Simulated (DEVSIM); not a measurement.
Device: Ti/SiO2/p-Si capacitor, at 400 K.

| layer (left to right) | material | thickness (nm) | Na (cm⁻³) |
|---|---|---|---|
| 1 | SiO2 | 2.90 | - |
| 2 | Si | 13000 | 2e15 |

Metal gate on the left, work function 4.33 eV. Fixed charge at the semiconductor interface -8.4e10 cm⁻² (in units of +e); no interface traps.

The device is made up for the run: typed textbook-type constants, with dimensions and the other settings drawn at random. Values at 300 K; Nc and Nv go as T^1.5, mobilities as T to minus their exponent, the gap by Varshni's rule with the affinity fixed.

```
parameter         SiO2        Si
----------------  ----  --------
gap (eV)             9     1.124
affinity (eV)      0.9      4.05
permittivity       3.9      11.7
Nc (cm⁻³)            -   2.86e19
Nv (cm⁻³)            -    3.1e19
Varshni α (eV/K)     -  0.000473
Varshni β (K)        -       636
```

Model (solved in DEVSIM): 1D Poisson equation in equilibrium, Boltzmann statistics, complete ionisation; no quantum confinement or tunnelling. Metal contacts follow the ideal Schottky-Mott rule: no Fermi-level pinning, no interface dipoles.

Task: Give the band bending (positive: bands bend down) and minority sheet density.

Result: 
```json
[
 {"Vg (V)": "-1.4", "ψs (V)": "-0.344", "minority carriers (cm⁻²)": "< 1e8"},
 {"Vg (V)": "-1.1", "ψs (V)": "-0.305", "minority carriers (cm⁻²)": "< 1e8"},
 {"Vg (V)": "-0.8", "ψs (V)": "-0.230", "minority carriers (cm⁻²)": "< 1e8"},
 {"Vg (V)": "-0.5", "ψs (V)": "-0.038", "minority carriers (cm⁻²)": "< 1e8"},
 {"Vg (V)": "-0.2", "ψs (V)": "0.248", "minority carriers (cm⁻²)": "< 1e8"},
 {"Vg (V)": "0.1", "ψs (V)": "0.529", "minority carriers (cm⁻²)": "1.0e11"},
 {"Vg (V)": "0.4", "ψs (V)": "0.669", "minority carriers (cm⁻²)": "1.3e12"},
 {"Vg (V)": "0.7", "ψs (V)": "0.726", "minority carriers (cm⁻²)": "3.1e12"}
]
```
